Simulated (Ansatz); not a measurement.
**Response to strain in MoSi2**

The reference is MoSi2 (space group I4/mmm, No. 139; a = 3.174 Å, c = 7.779 Å; relaxed with 0.1 eV smearing). Axes: x, y, z lie along a, b, c of the conventional cell.

Strains are applied to the cell and any free atomic positions relax.

Calculations: plane-wave PAW DFT at the LDA level (Ansatz, an electronic-structure program, 420 eV), no spin-orbit coupling.

Notes on the quantities. energy relative to the base: free energy F.

| uniaxial strain ε_zz (%) | energy relative to the base (meV/atom) |
|---|---|
| -3 | 21.4 |
| -2.5 | ? |
| -2 | 9.2 |
| -1.5 | 5.1 |
| -1 | 2.2 |
| -0.5 | 0.5 |
| 0 | 0.0 |

Fit ΔE = Aε² + Bε³ (ε in %) to the rows shown and predict the withheld row.

Least squares on the printed values gives A = 2.14 and B = -0.079 meV/atom (largest residual 0.0 meV/atom); this predicts 14.6 meV/atom, and the run gives 14.6 meV/atom, in agreement.

Stability against distortions was not tested. All final runs are without spin polarisation.
